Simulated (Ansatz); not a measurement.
## CaO (model structure, started from the CsCl type, Pm-3m, No. 221, 2 atoms in the cell)

These are PBE-D3(BJ) (Ansatz, a quantum-chemistry and plane-wave program, plane waves, PAW) values and carry that method's errors.

Settings: plane-wave cutoff 520 eV, 12×12×12 k mesh, Fermi–Dirac smearing 0.01 eV, scalar-relativistic PAW data made under PBE.

Cell (relaxed at this level):

```cif
data_CaO
_chemical_formula_sum 'Ca1 O1'
_space_group_name_H-M_alt 'Pm-3m'
_space_group_IT_number 221
_space_group_name_Hall '-P 4 2 3'
_cell_length_a 2.89958
_cell_length_b 2.89958
_cell_length_c 2.89958
_cell_angle_alpha 90.000
_cell_angle_beta 90.000
_cell_angle_gamma 90.000
loop_
_atom_site_label
_atom_site_type_symbol
_atom_site_symmetry_multiplicity
_atom_site_Wyckoff_symbol
_atom_site_fract_x
_atom_site_fract_y
_atom_site_fract_z
_atom_site_occupancy
Ca1 Ca 1 a 0.00000 0.00000 0.00000 1
O1 O 1 b 0.50000 0.50000 0.50000 1
```

- band gap = 2.77 eV (on the SCF k mesh)

Note: the relaxation could raise the start's symmetry but not lower it, so the cell can be a saddle point.

Static lattice: no zero-point or thermal effects.

Computing time: around 8 core-seconds (rough).

A model structure was made by putting elements into a prototype or built by hand; it is no filed structure, need not be a known phase, and can be a saddle point held by its symmetry.
